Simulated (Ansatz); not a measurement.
WSe2: carrier doping

Base system: WSe2 (space group P6_3/mmc, No. 194; a = 3.300 Å, c = 13.151 Å; layered, stacked along the Cartesian z axis).

Carriers are added at fixed cell with a uniform background; the Fermi–Dirac width is that of 300 K.

The values are results of Ansatz (an electronic-structure program), r2SCAN+rVV10, PAW, cutoff 500 eV, scalar-relativistic without spin-orbit coupling, not measurements.

Notes on the quantities. Fermi level from band edge: Fermi level relative to the doped band's edge (positive inside the band; to 0.05 eV).

| case | Fermi level from band edge | gap between the host's bands |
|---|---|---|
| undoped | – | 1.12 eV |
| electrons 2.0×10^21 cm⁻³ | +0.30 eV | 1.11 eV |
| electrons 3.0×10^21 cm⁻³ | +0.40 eV | 1.10 eV |
| electrons 1.0×10^22 cm⁻³ | +0.75 eV | 1.04 eV |
| holes 2.0×10^21 cm⁻³ | +0.45 eV | 1.14 eV |
| holes 3.0×10^21 cm⁻³ | +0.55 eV | 1.15 eV |
| holes 1.0×10^22 cm⁻³ | +0.90 eV | 1.16 eV |

Charged cell with a jellium background: band edges are those of the host's band count, energies are not comparable with the neutral cell, and many-body gap narrowing is missing. Spin-orbit coupling, missing from the scalar runs, can matter with W. Whether these cells are dynamically stable was not tested.
